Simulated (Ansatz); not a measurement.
Start from SrO in the rock salt structure (space group Fm-3m, No. 225; a = 5.122 Å).

Method: Ansatz (an electronic-structure program) PBEsol, scalar-relativistic without spin-orbit coupling.

Base values:

The gap between the host's bands is 3.20 eV. The gap character comes out as indirect, Γ → X.

Now apply this change: 0.0672 electrons added to each cell, a density of 2.0×10^21 cm⁻³, with a uniform compensating background at fixed cell and a 300 K Fermi–Dirac width.

### Question
What does the calculation give for the Fermi level from band edge after the change?

### Answer
The Fermi level relative to the doped band's edge (positive inside the band; to 0.05 eV) amounts to +0.45 eV.

### Question
What happens to the gap between the host's bands?

### Answer
The gap between the host's bands decreases by 0.012 eV, from 3.20 eV to 3.18 eV.

### Question
Estimate the effect on the gap character.

### Answer
The gap character stays indirect, Γ → X.

Carriers are added with a uniform compensating background; total energy and stress of such cells depend on the potential's zero and are not compared; many-body gap narrowing is missing at this level. Stability against distortions was not tested.
